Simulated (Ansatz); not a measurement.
System: CaScHO₂ (model structure, started from the SrVO2H type, P4/mmm, No. 123, 5 atoms in the cell). Method: r²SCAN (Ansatz, a program for electronic structure, plane waves, PAW).

Run with plane-wave cutoff 560 eV, 8×8×10 k mesh (along the axes of the cell as run), Fermi–Dirac smearing 0.01 eV, scalar-relativistic PAW data made under PBE.

Cell (relaxed at this level):

```xyz
5
Lattice="4.0676 0.0000 0.0000 0.0000 4.0676 0.0000 0.0000 0.0000 3.7093" Properties=species:S:1:pos:R:3 pbc="T T T"
Ca     2.0338     2.0338     1.8546
Sc     0.0000     0.0000     0.0000
O      2.0338     0.0000     0.0000
O      0.0000     2.0338     0.0000
H      0.0000     0.0000     1.8546
```

Task: Give the computed band gap, Γ–Γ gap and bulk modulus B0.

Result: 
- band gap = 2.70 eV (on the SCF k mesh)
- Γ–Γ gap = 4.67 eV
- bulk modulus B0 = 116 GPa

Note: the bulk modulus is −V dP/dV from two relaxed cells at ±2 % in volume; the relaxation could raise the start's symmetry but not lower it, so the cell can be a saddle point.

Computed values are for the static lattice.

The result took around 110 core-seconds (rough).

A model structure was made by putting elements into a prototype or built by hand; it is no filed structure, need not be a known phase, and can be a saddle point held by its symmetry.
